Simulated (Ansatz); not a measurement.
ZnS, response to strain

The reference is ZnS in the zinc blende structure (space group F-43m, No. 216; a = 5.4434 Å).

Strains are applied to the cell and any free atomic positions relax.

Method: PBE (Ansatz, a first-principles code, PAW, spin-orbit coupling left out).

Candidates:
(a) isotropic strain +0.50 %
(b) isotropic strain −1.00 %
(c) isotropic strain +1.00 %

For the base:

```
Item       Result
--------  -------
Band gap  2.02 eV
```

Task: Order them by band gap, highest first.

Result: (b) isotropic strain −1.00 % (2.15 eV), (a) isotropic strain +0.50 % (1.95 eV), (c) isotropic strain +1.00 % (1.89 eV)

No phonon test of stability was made.
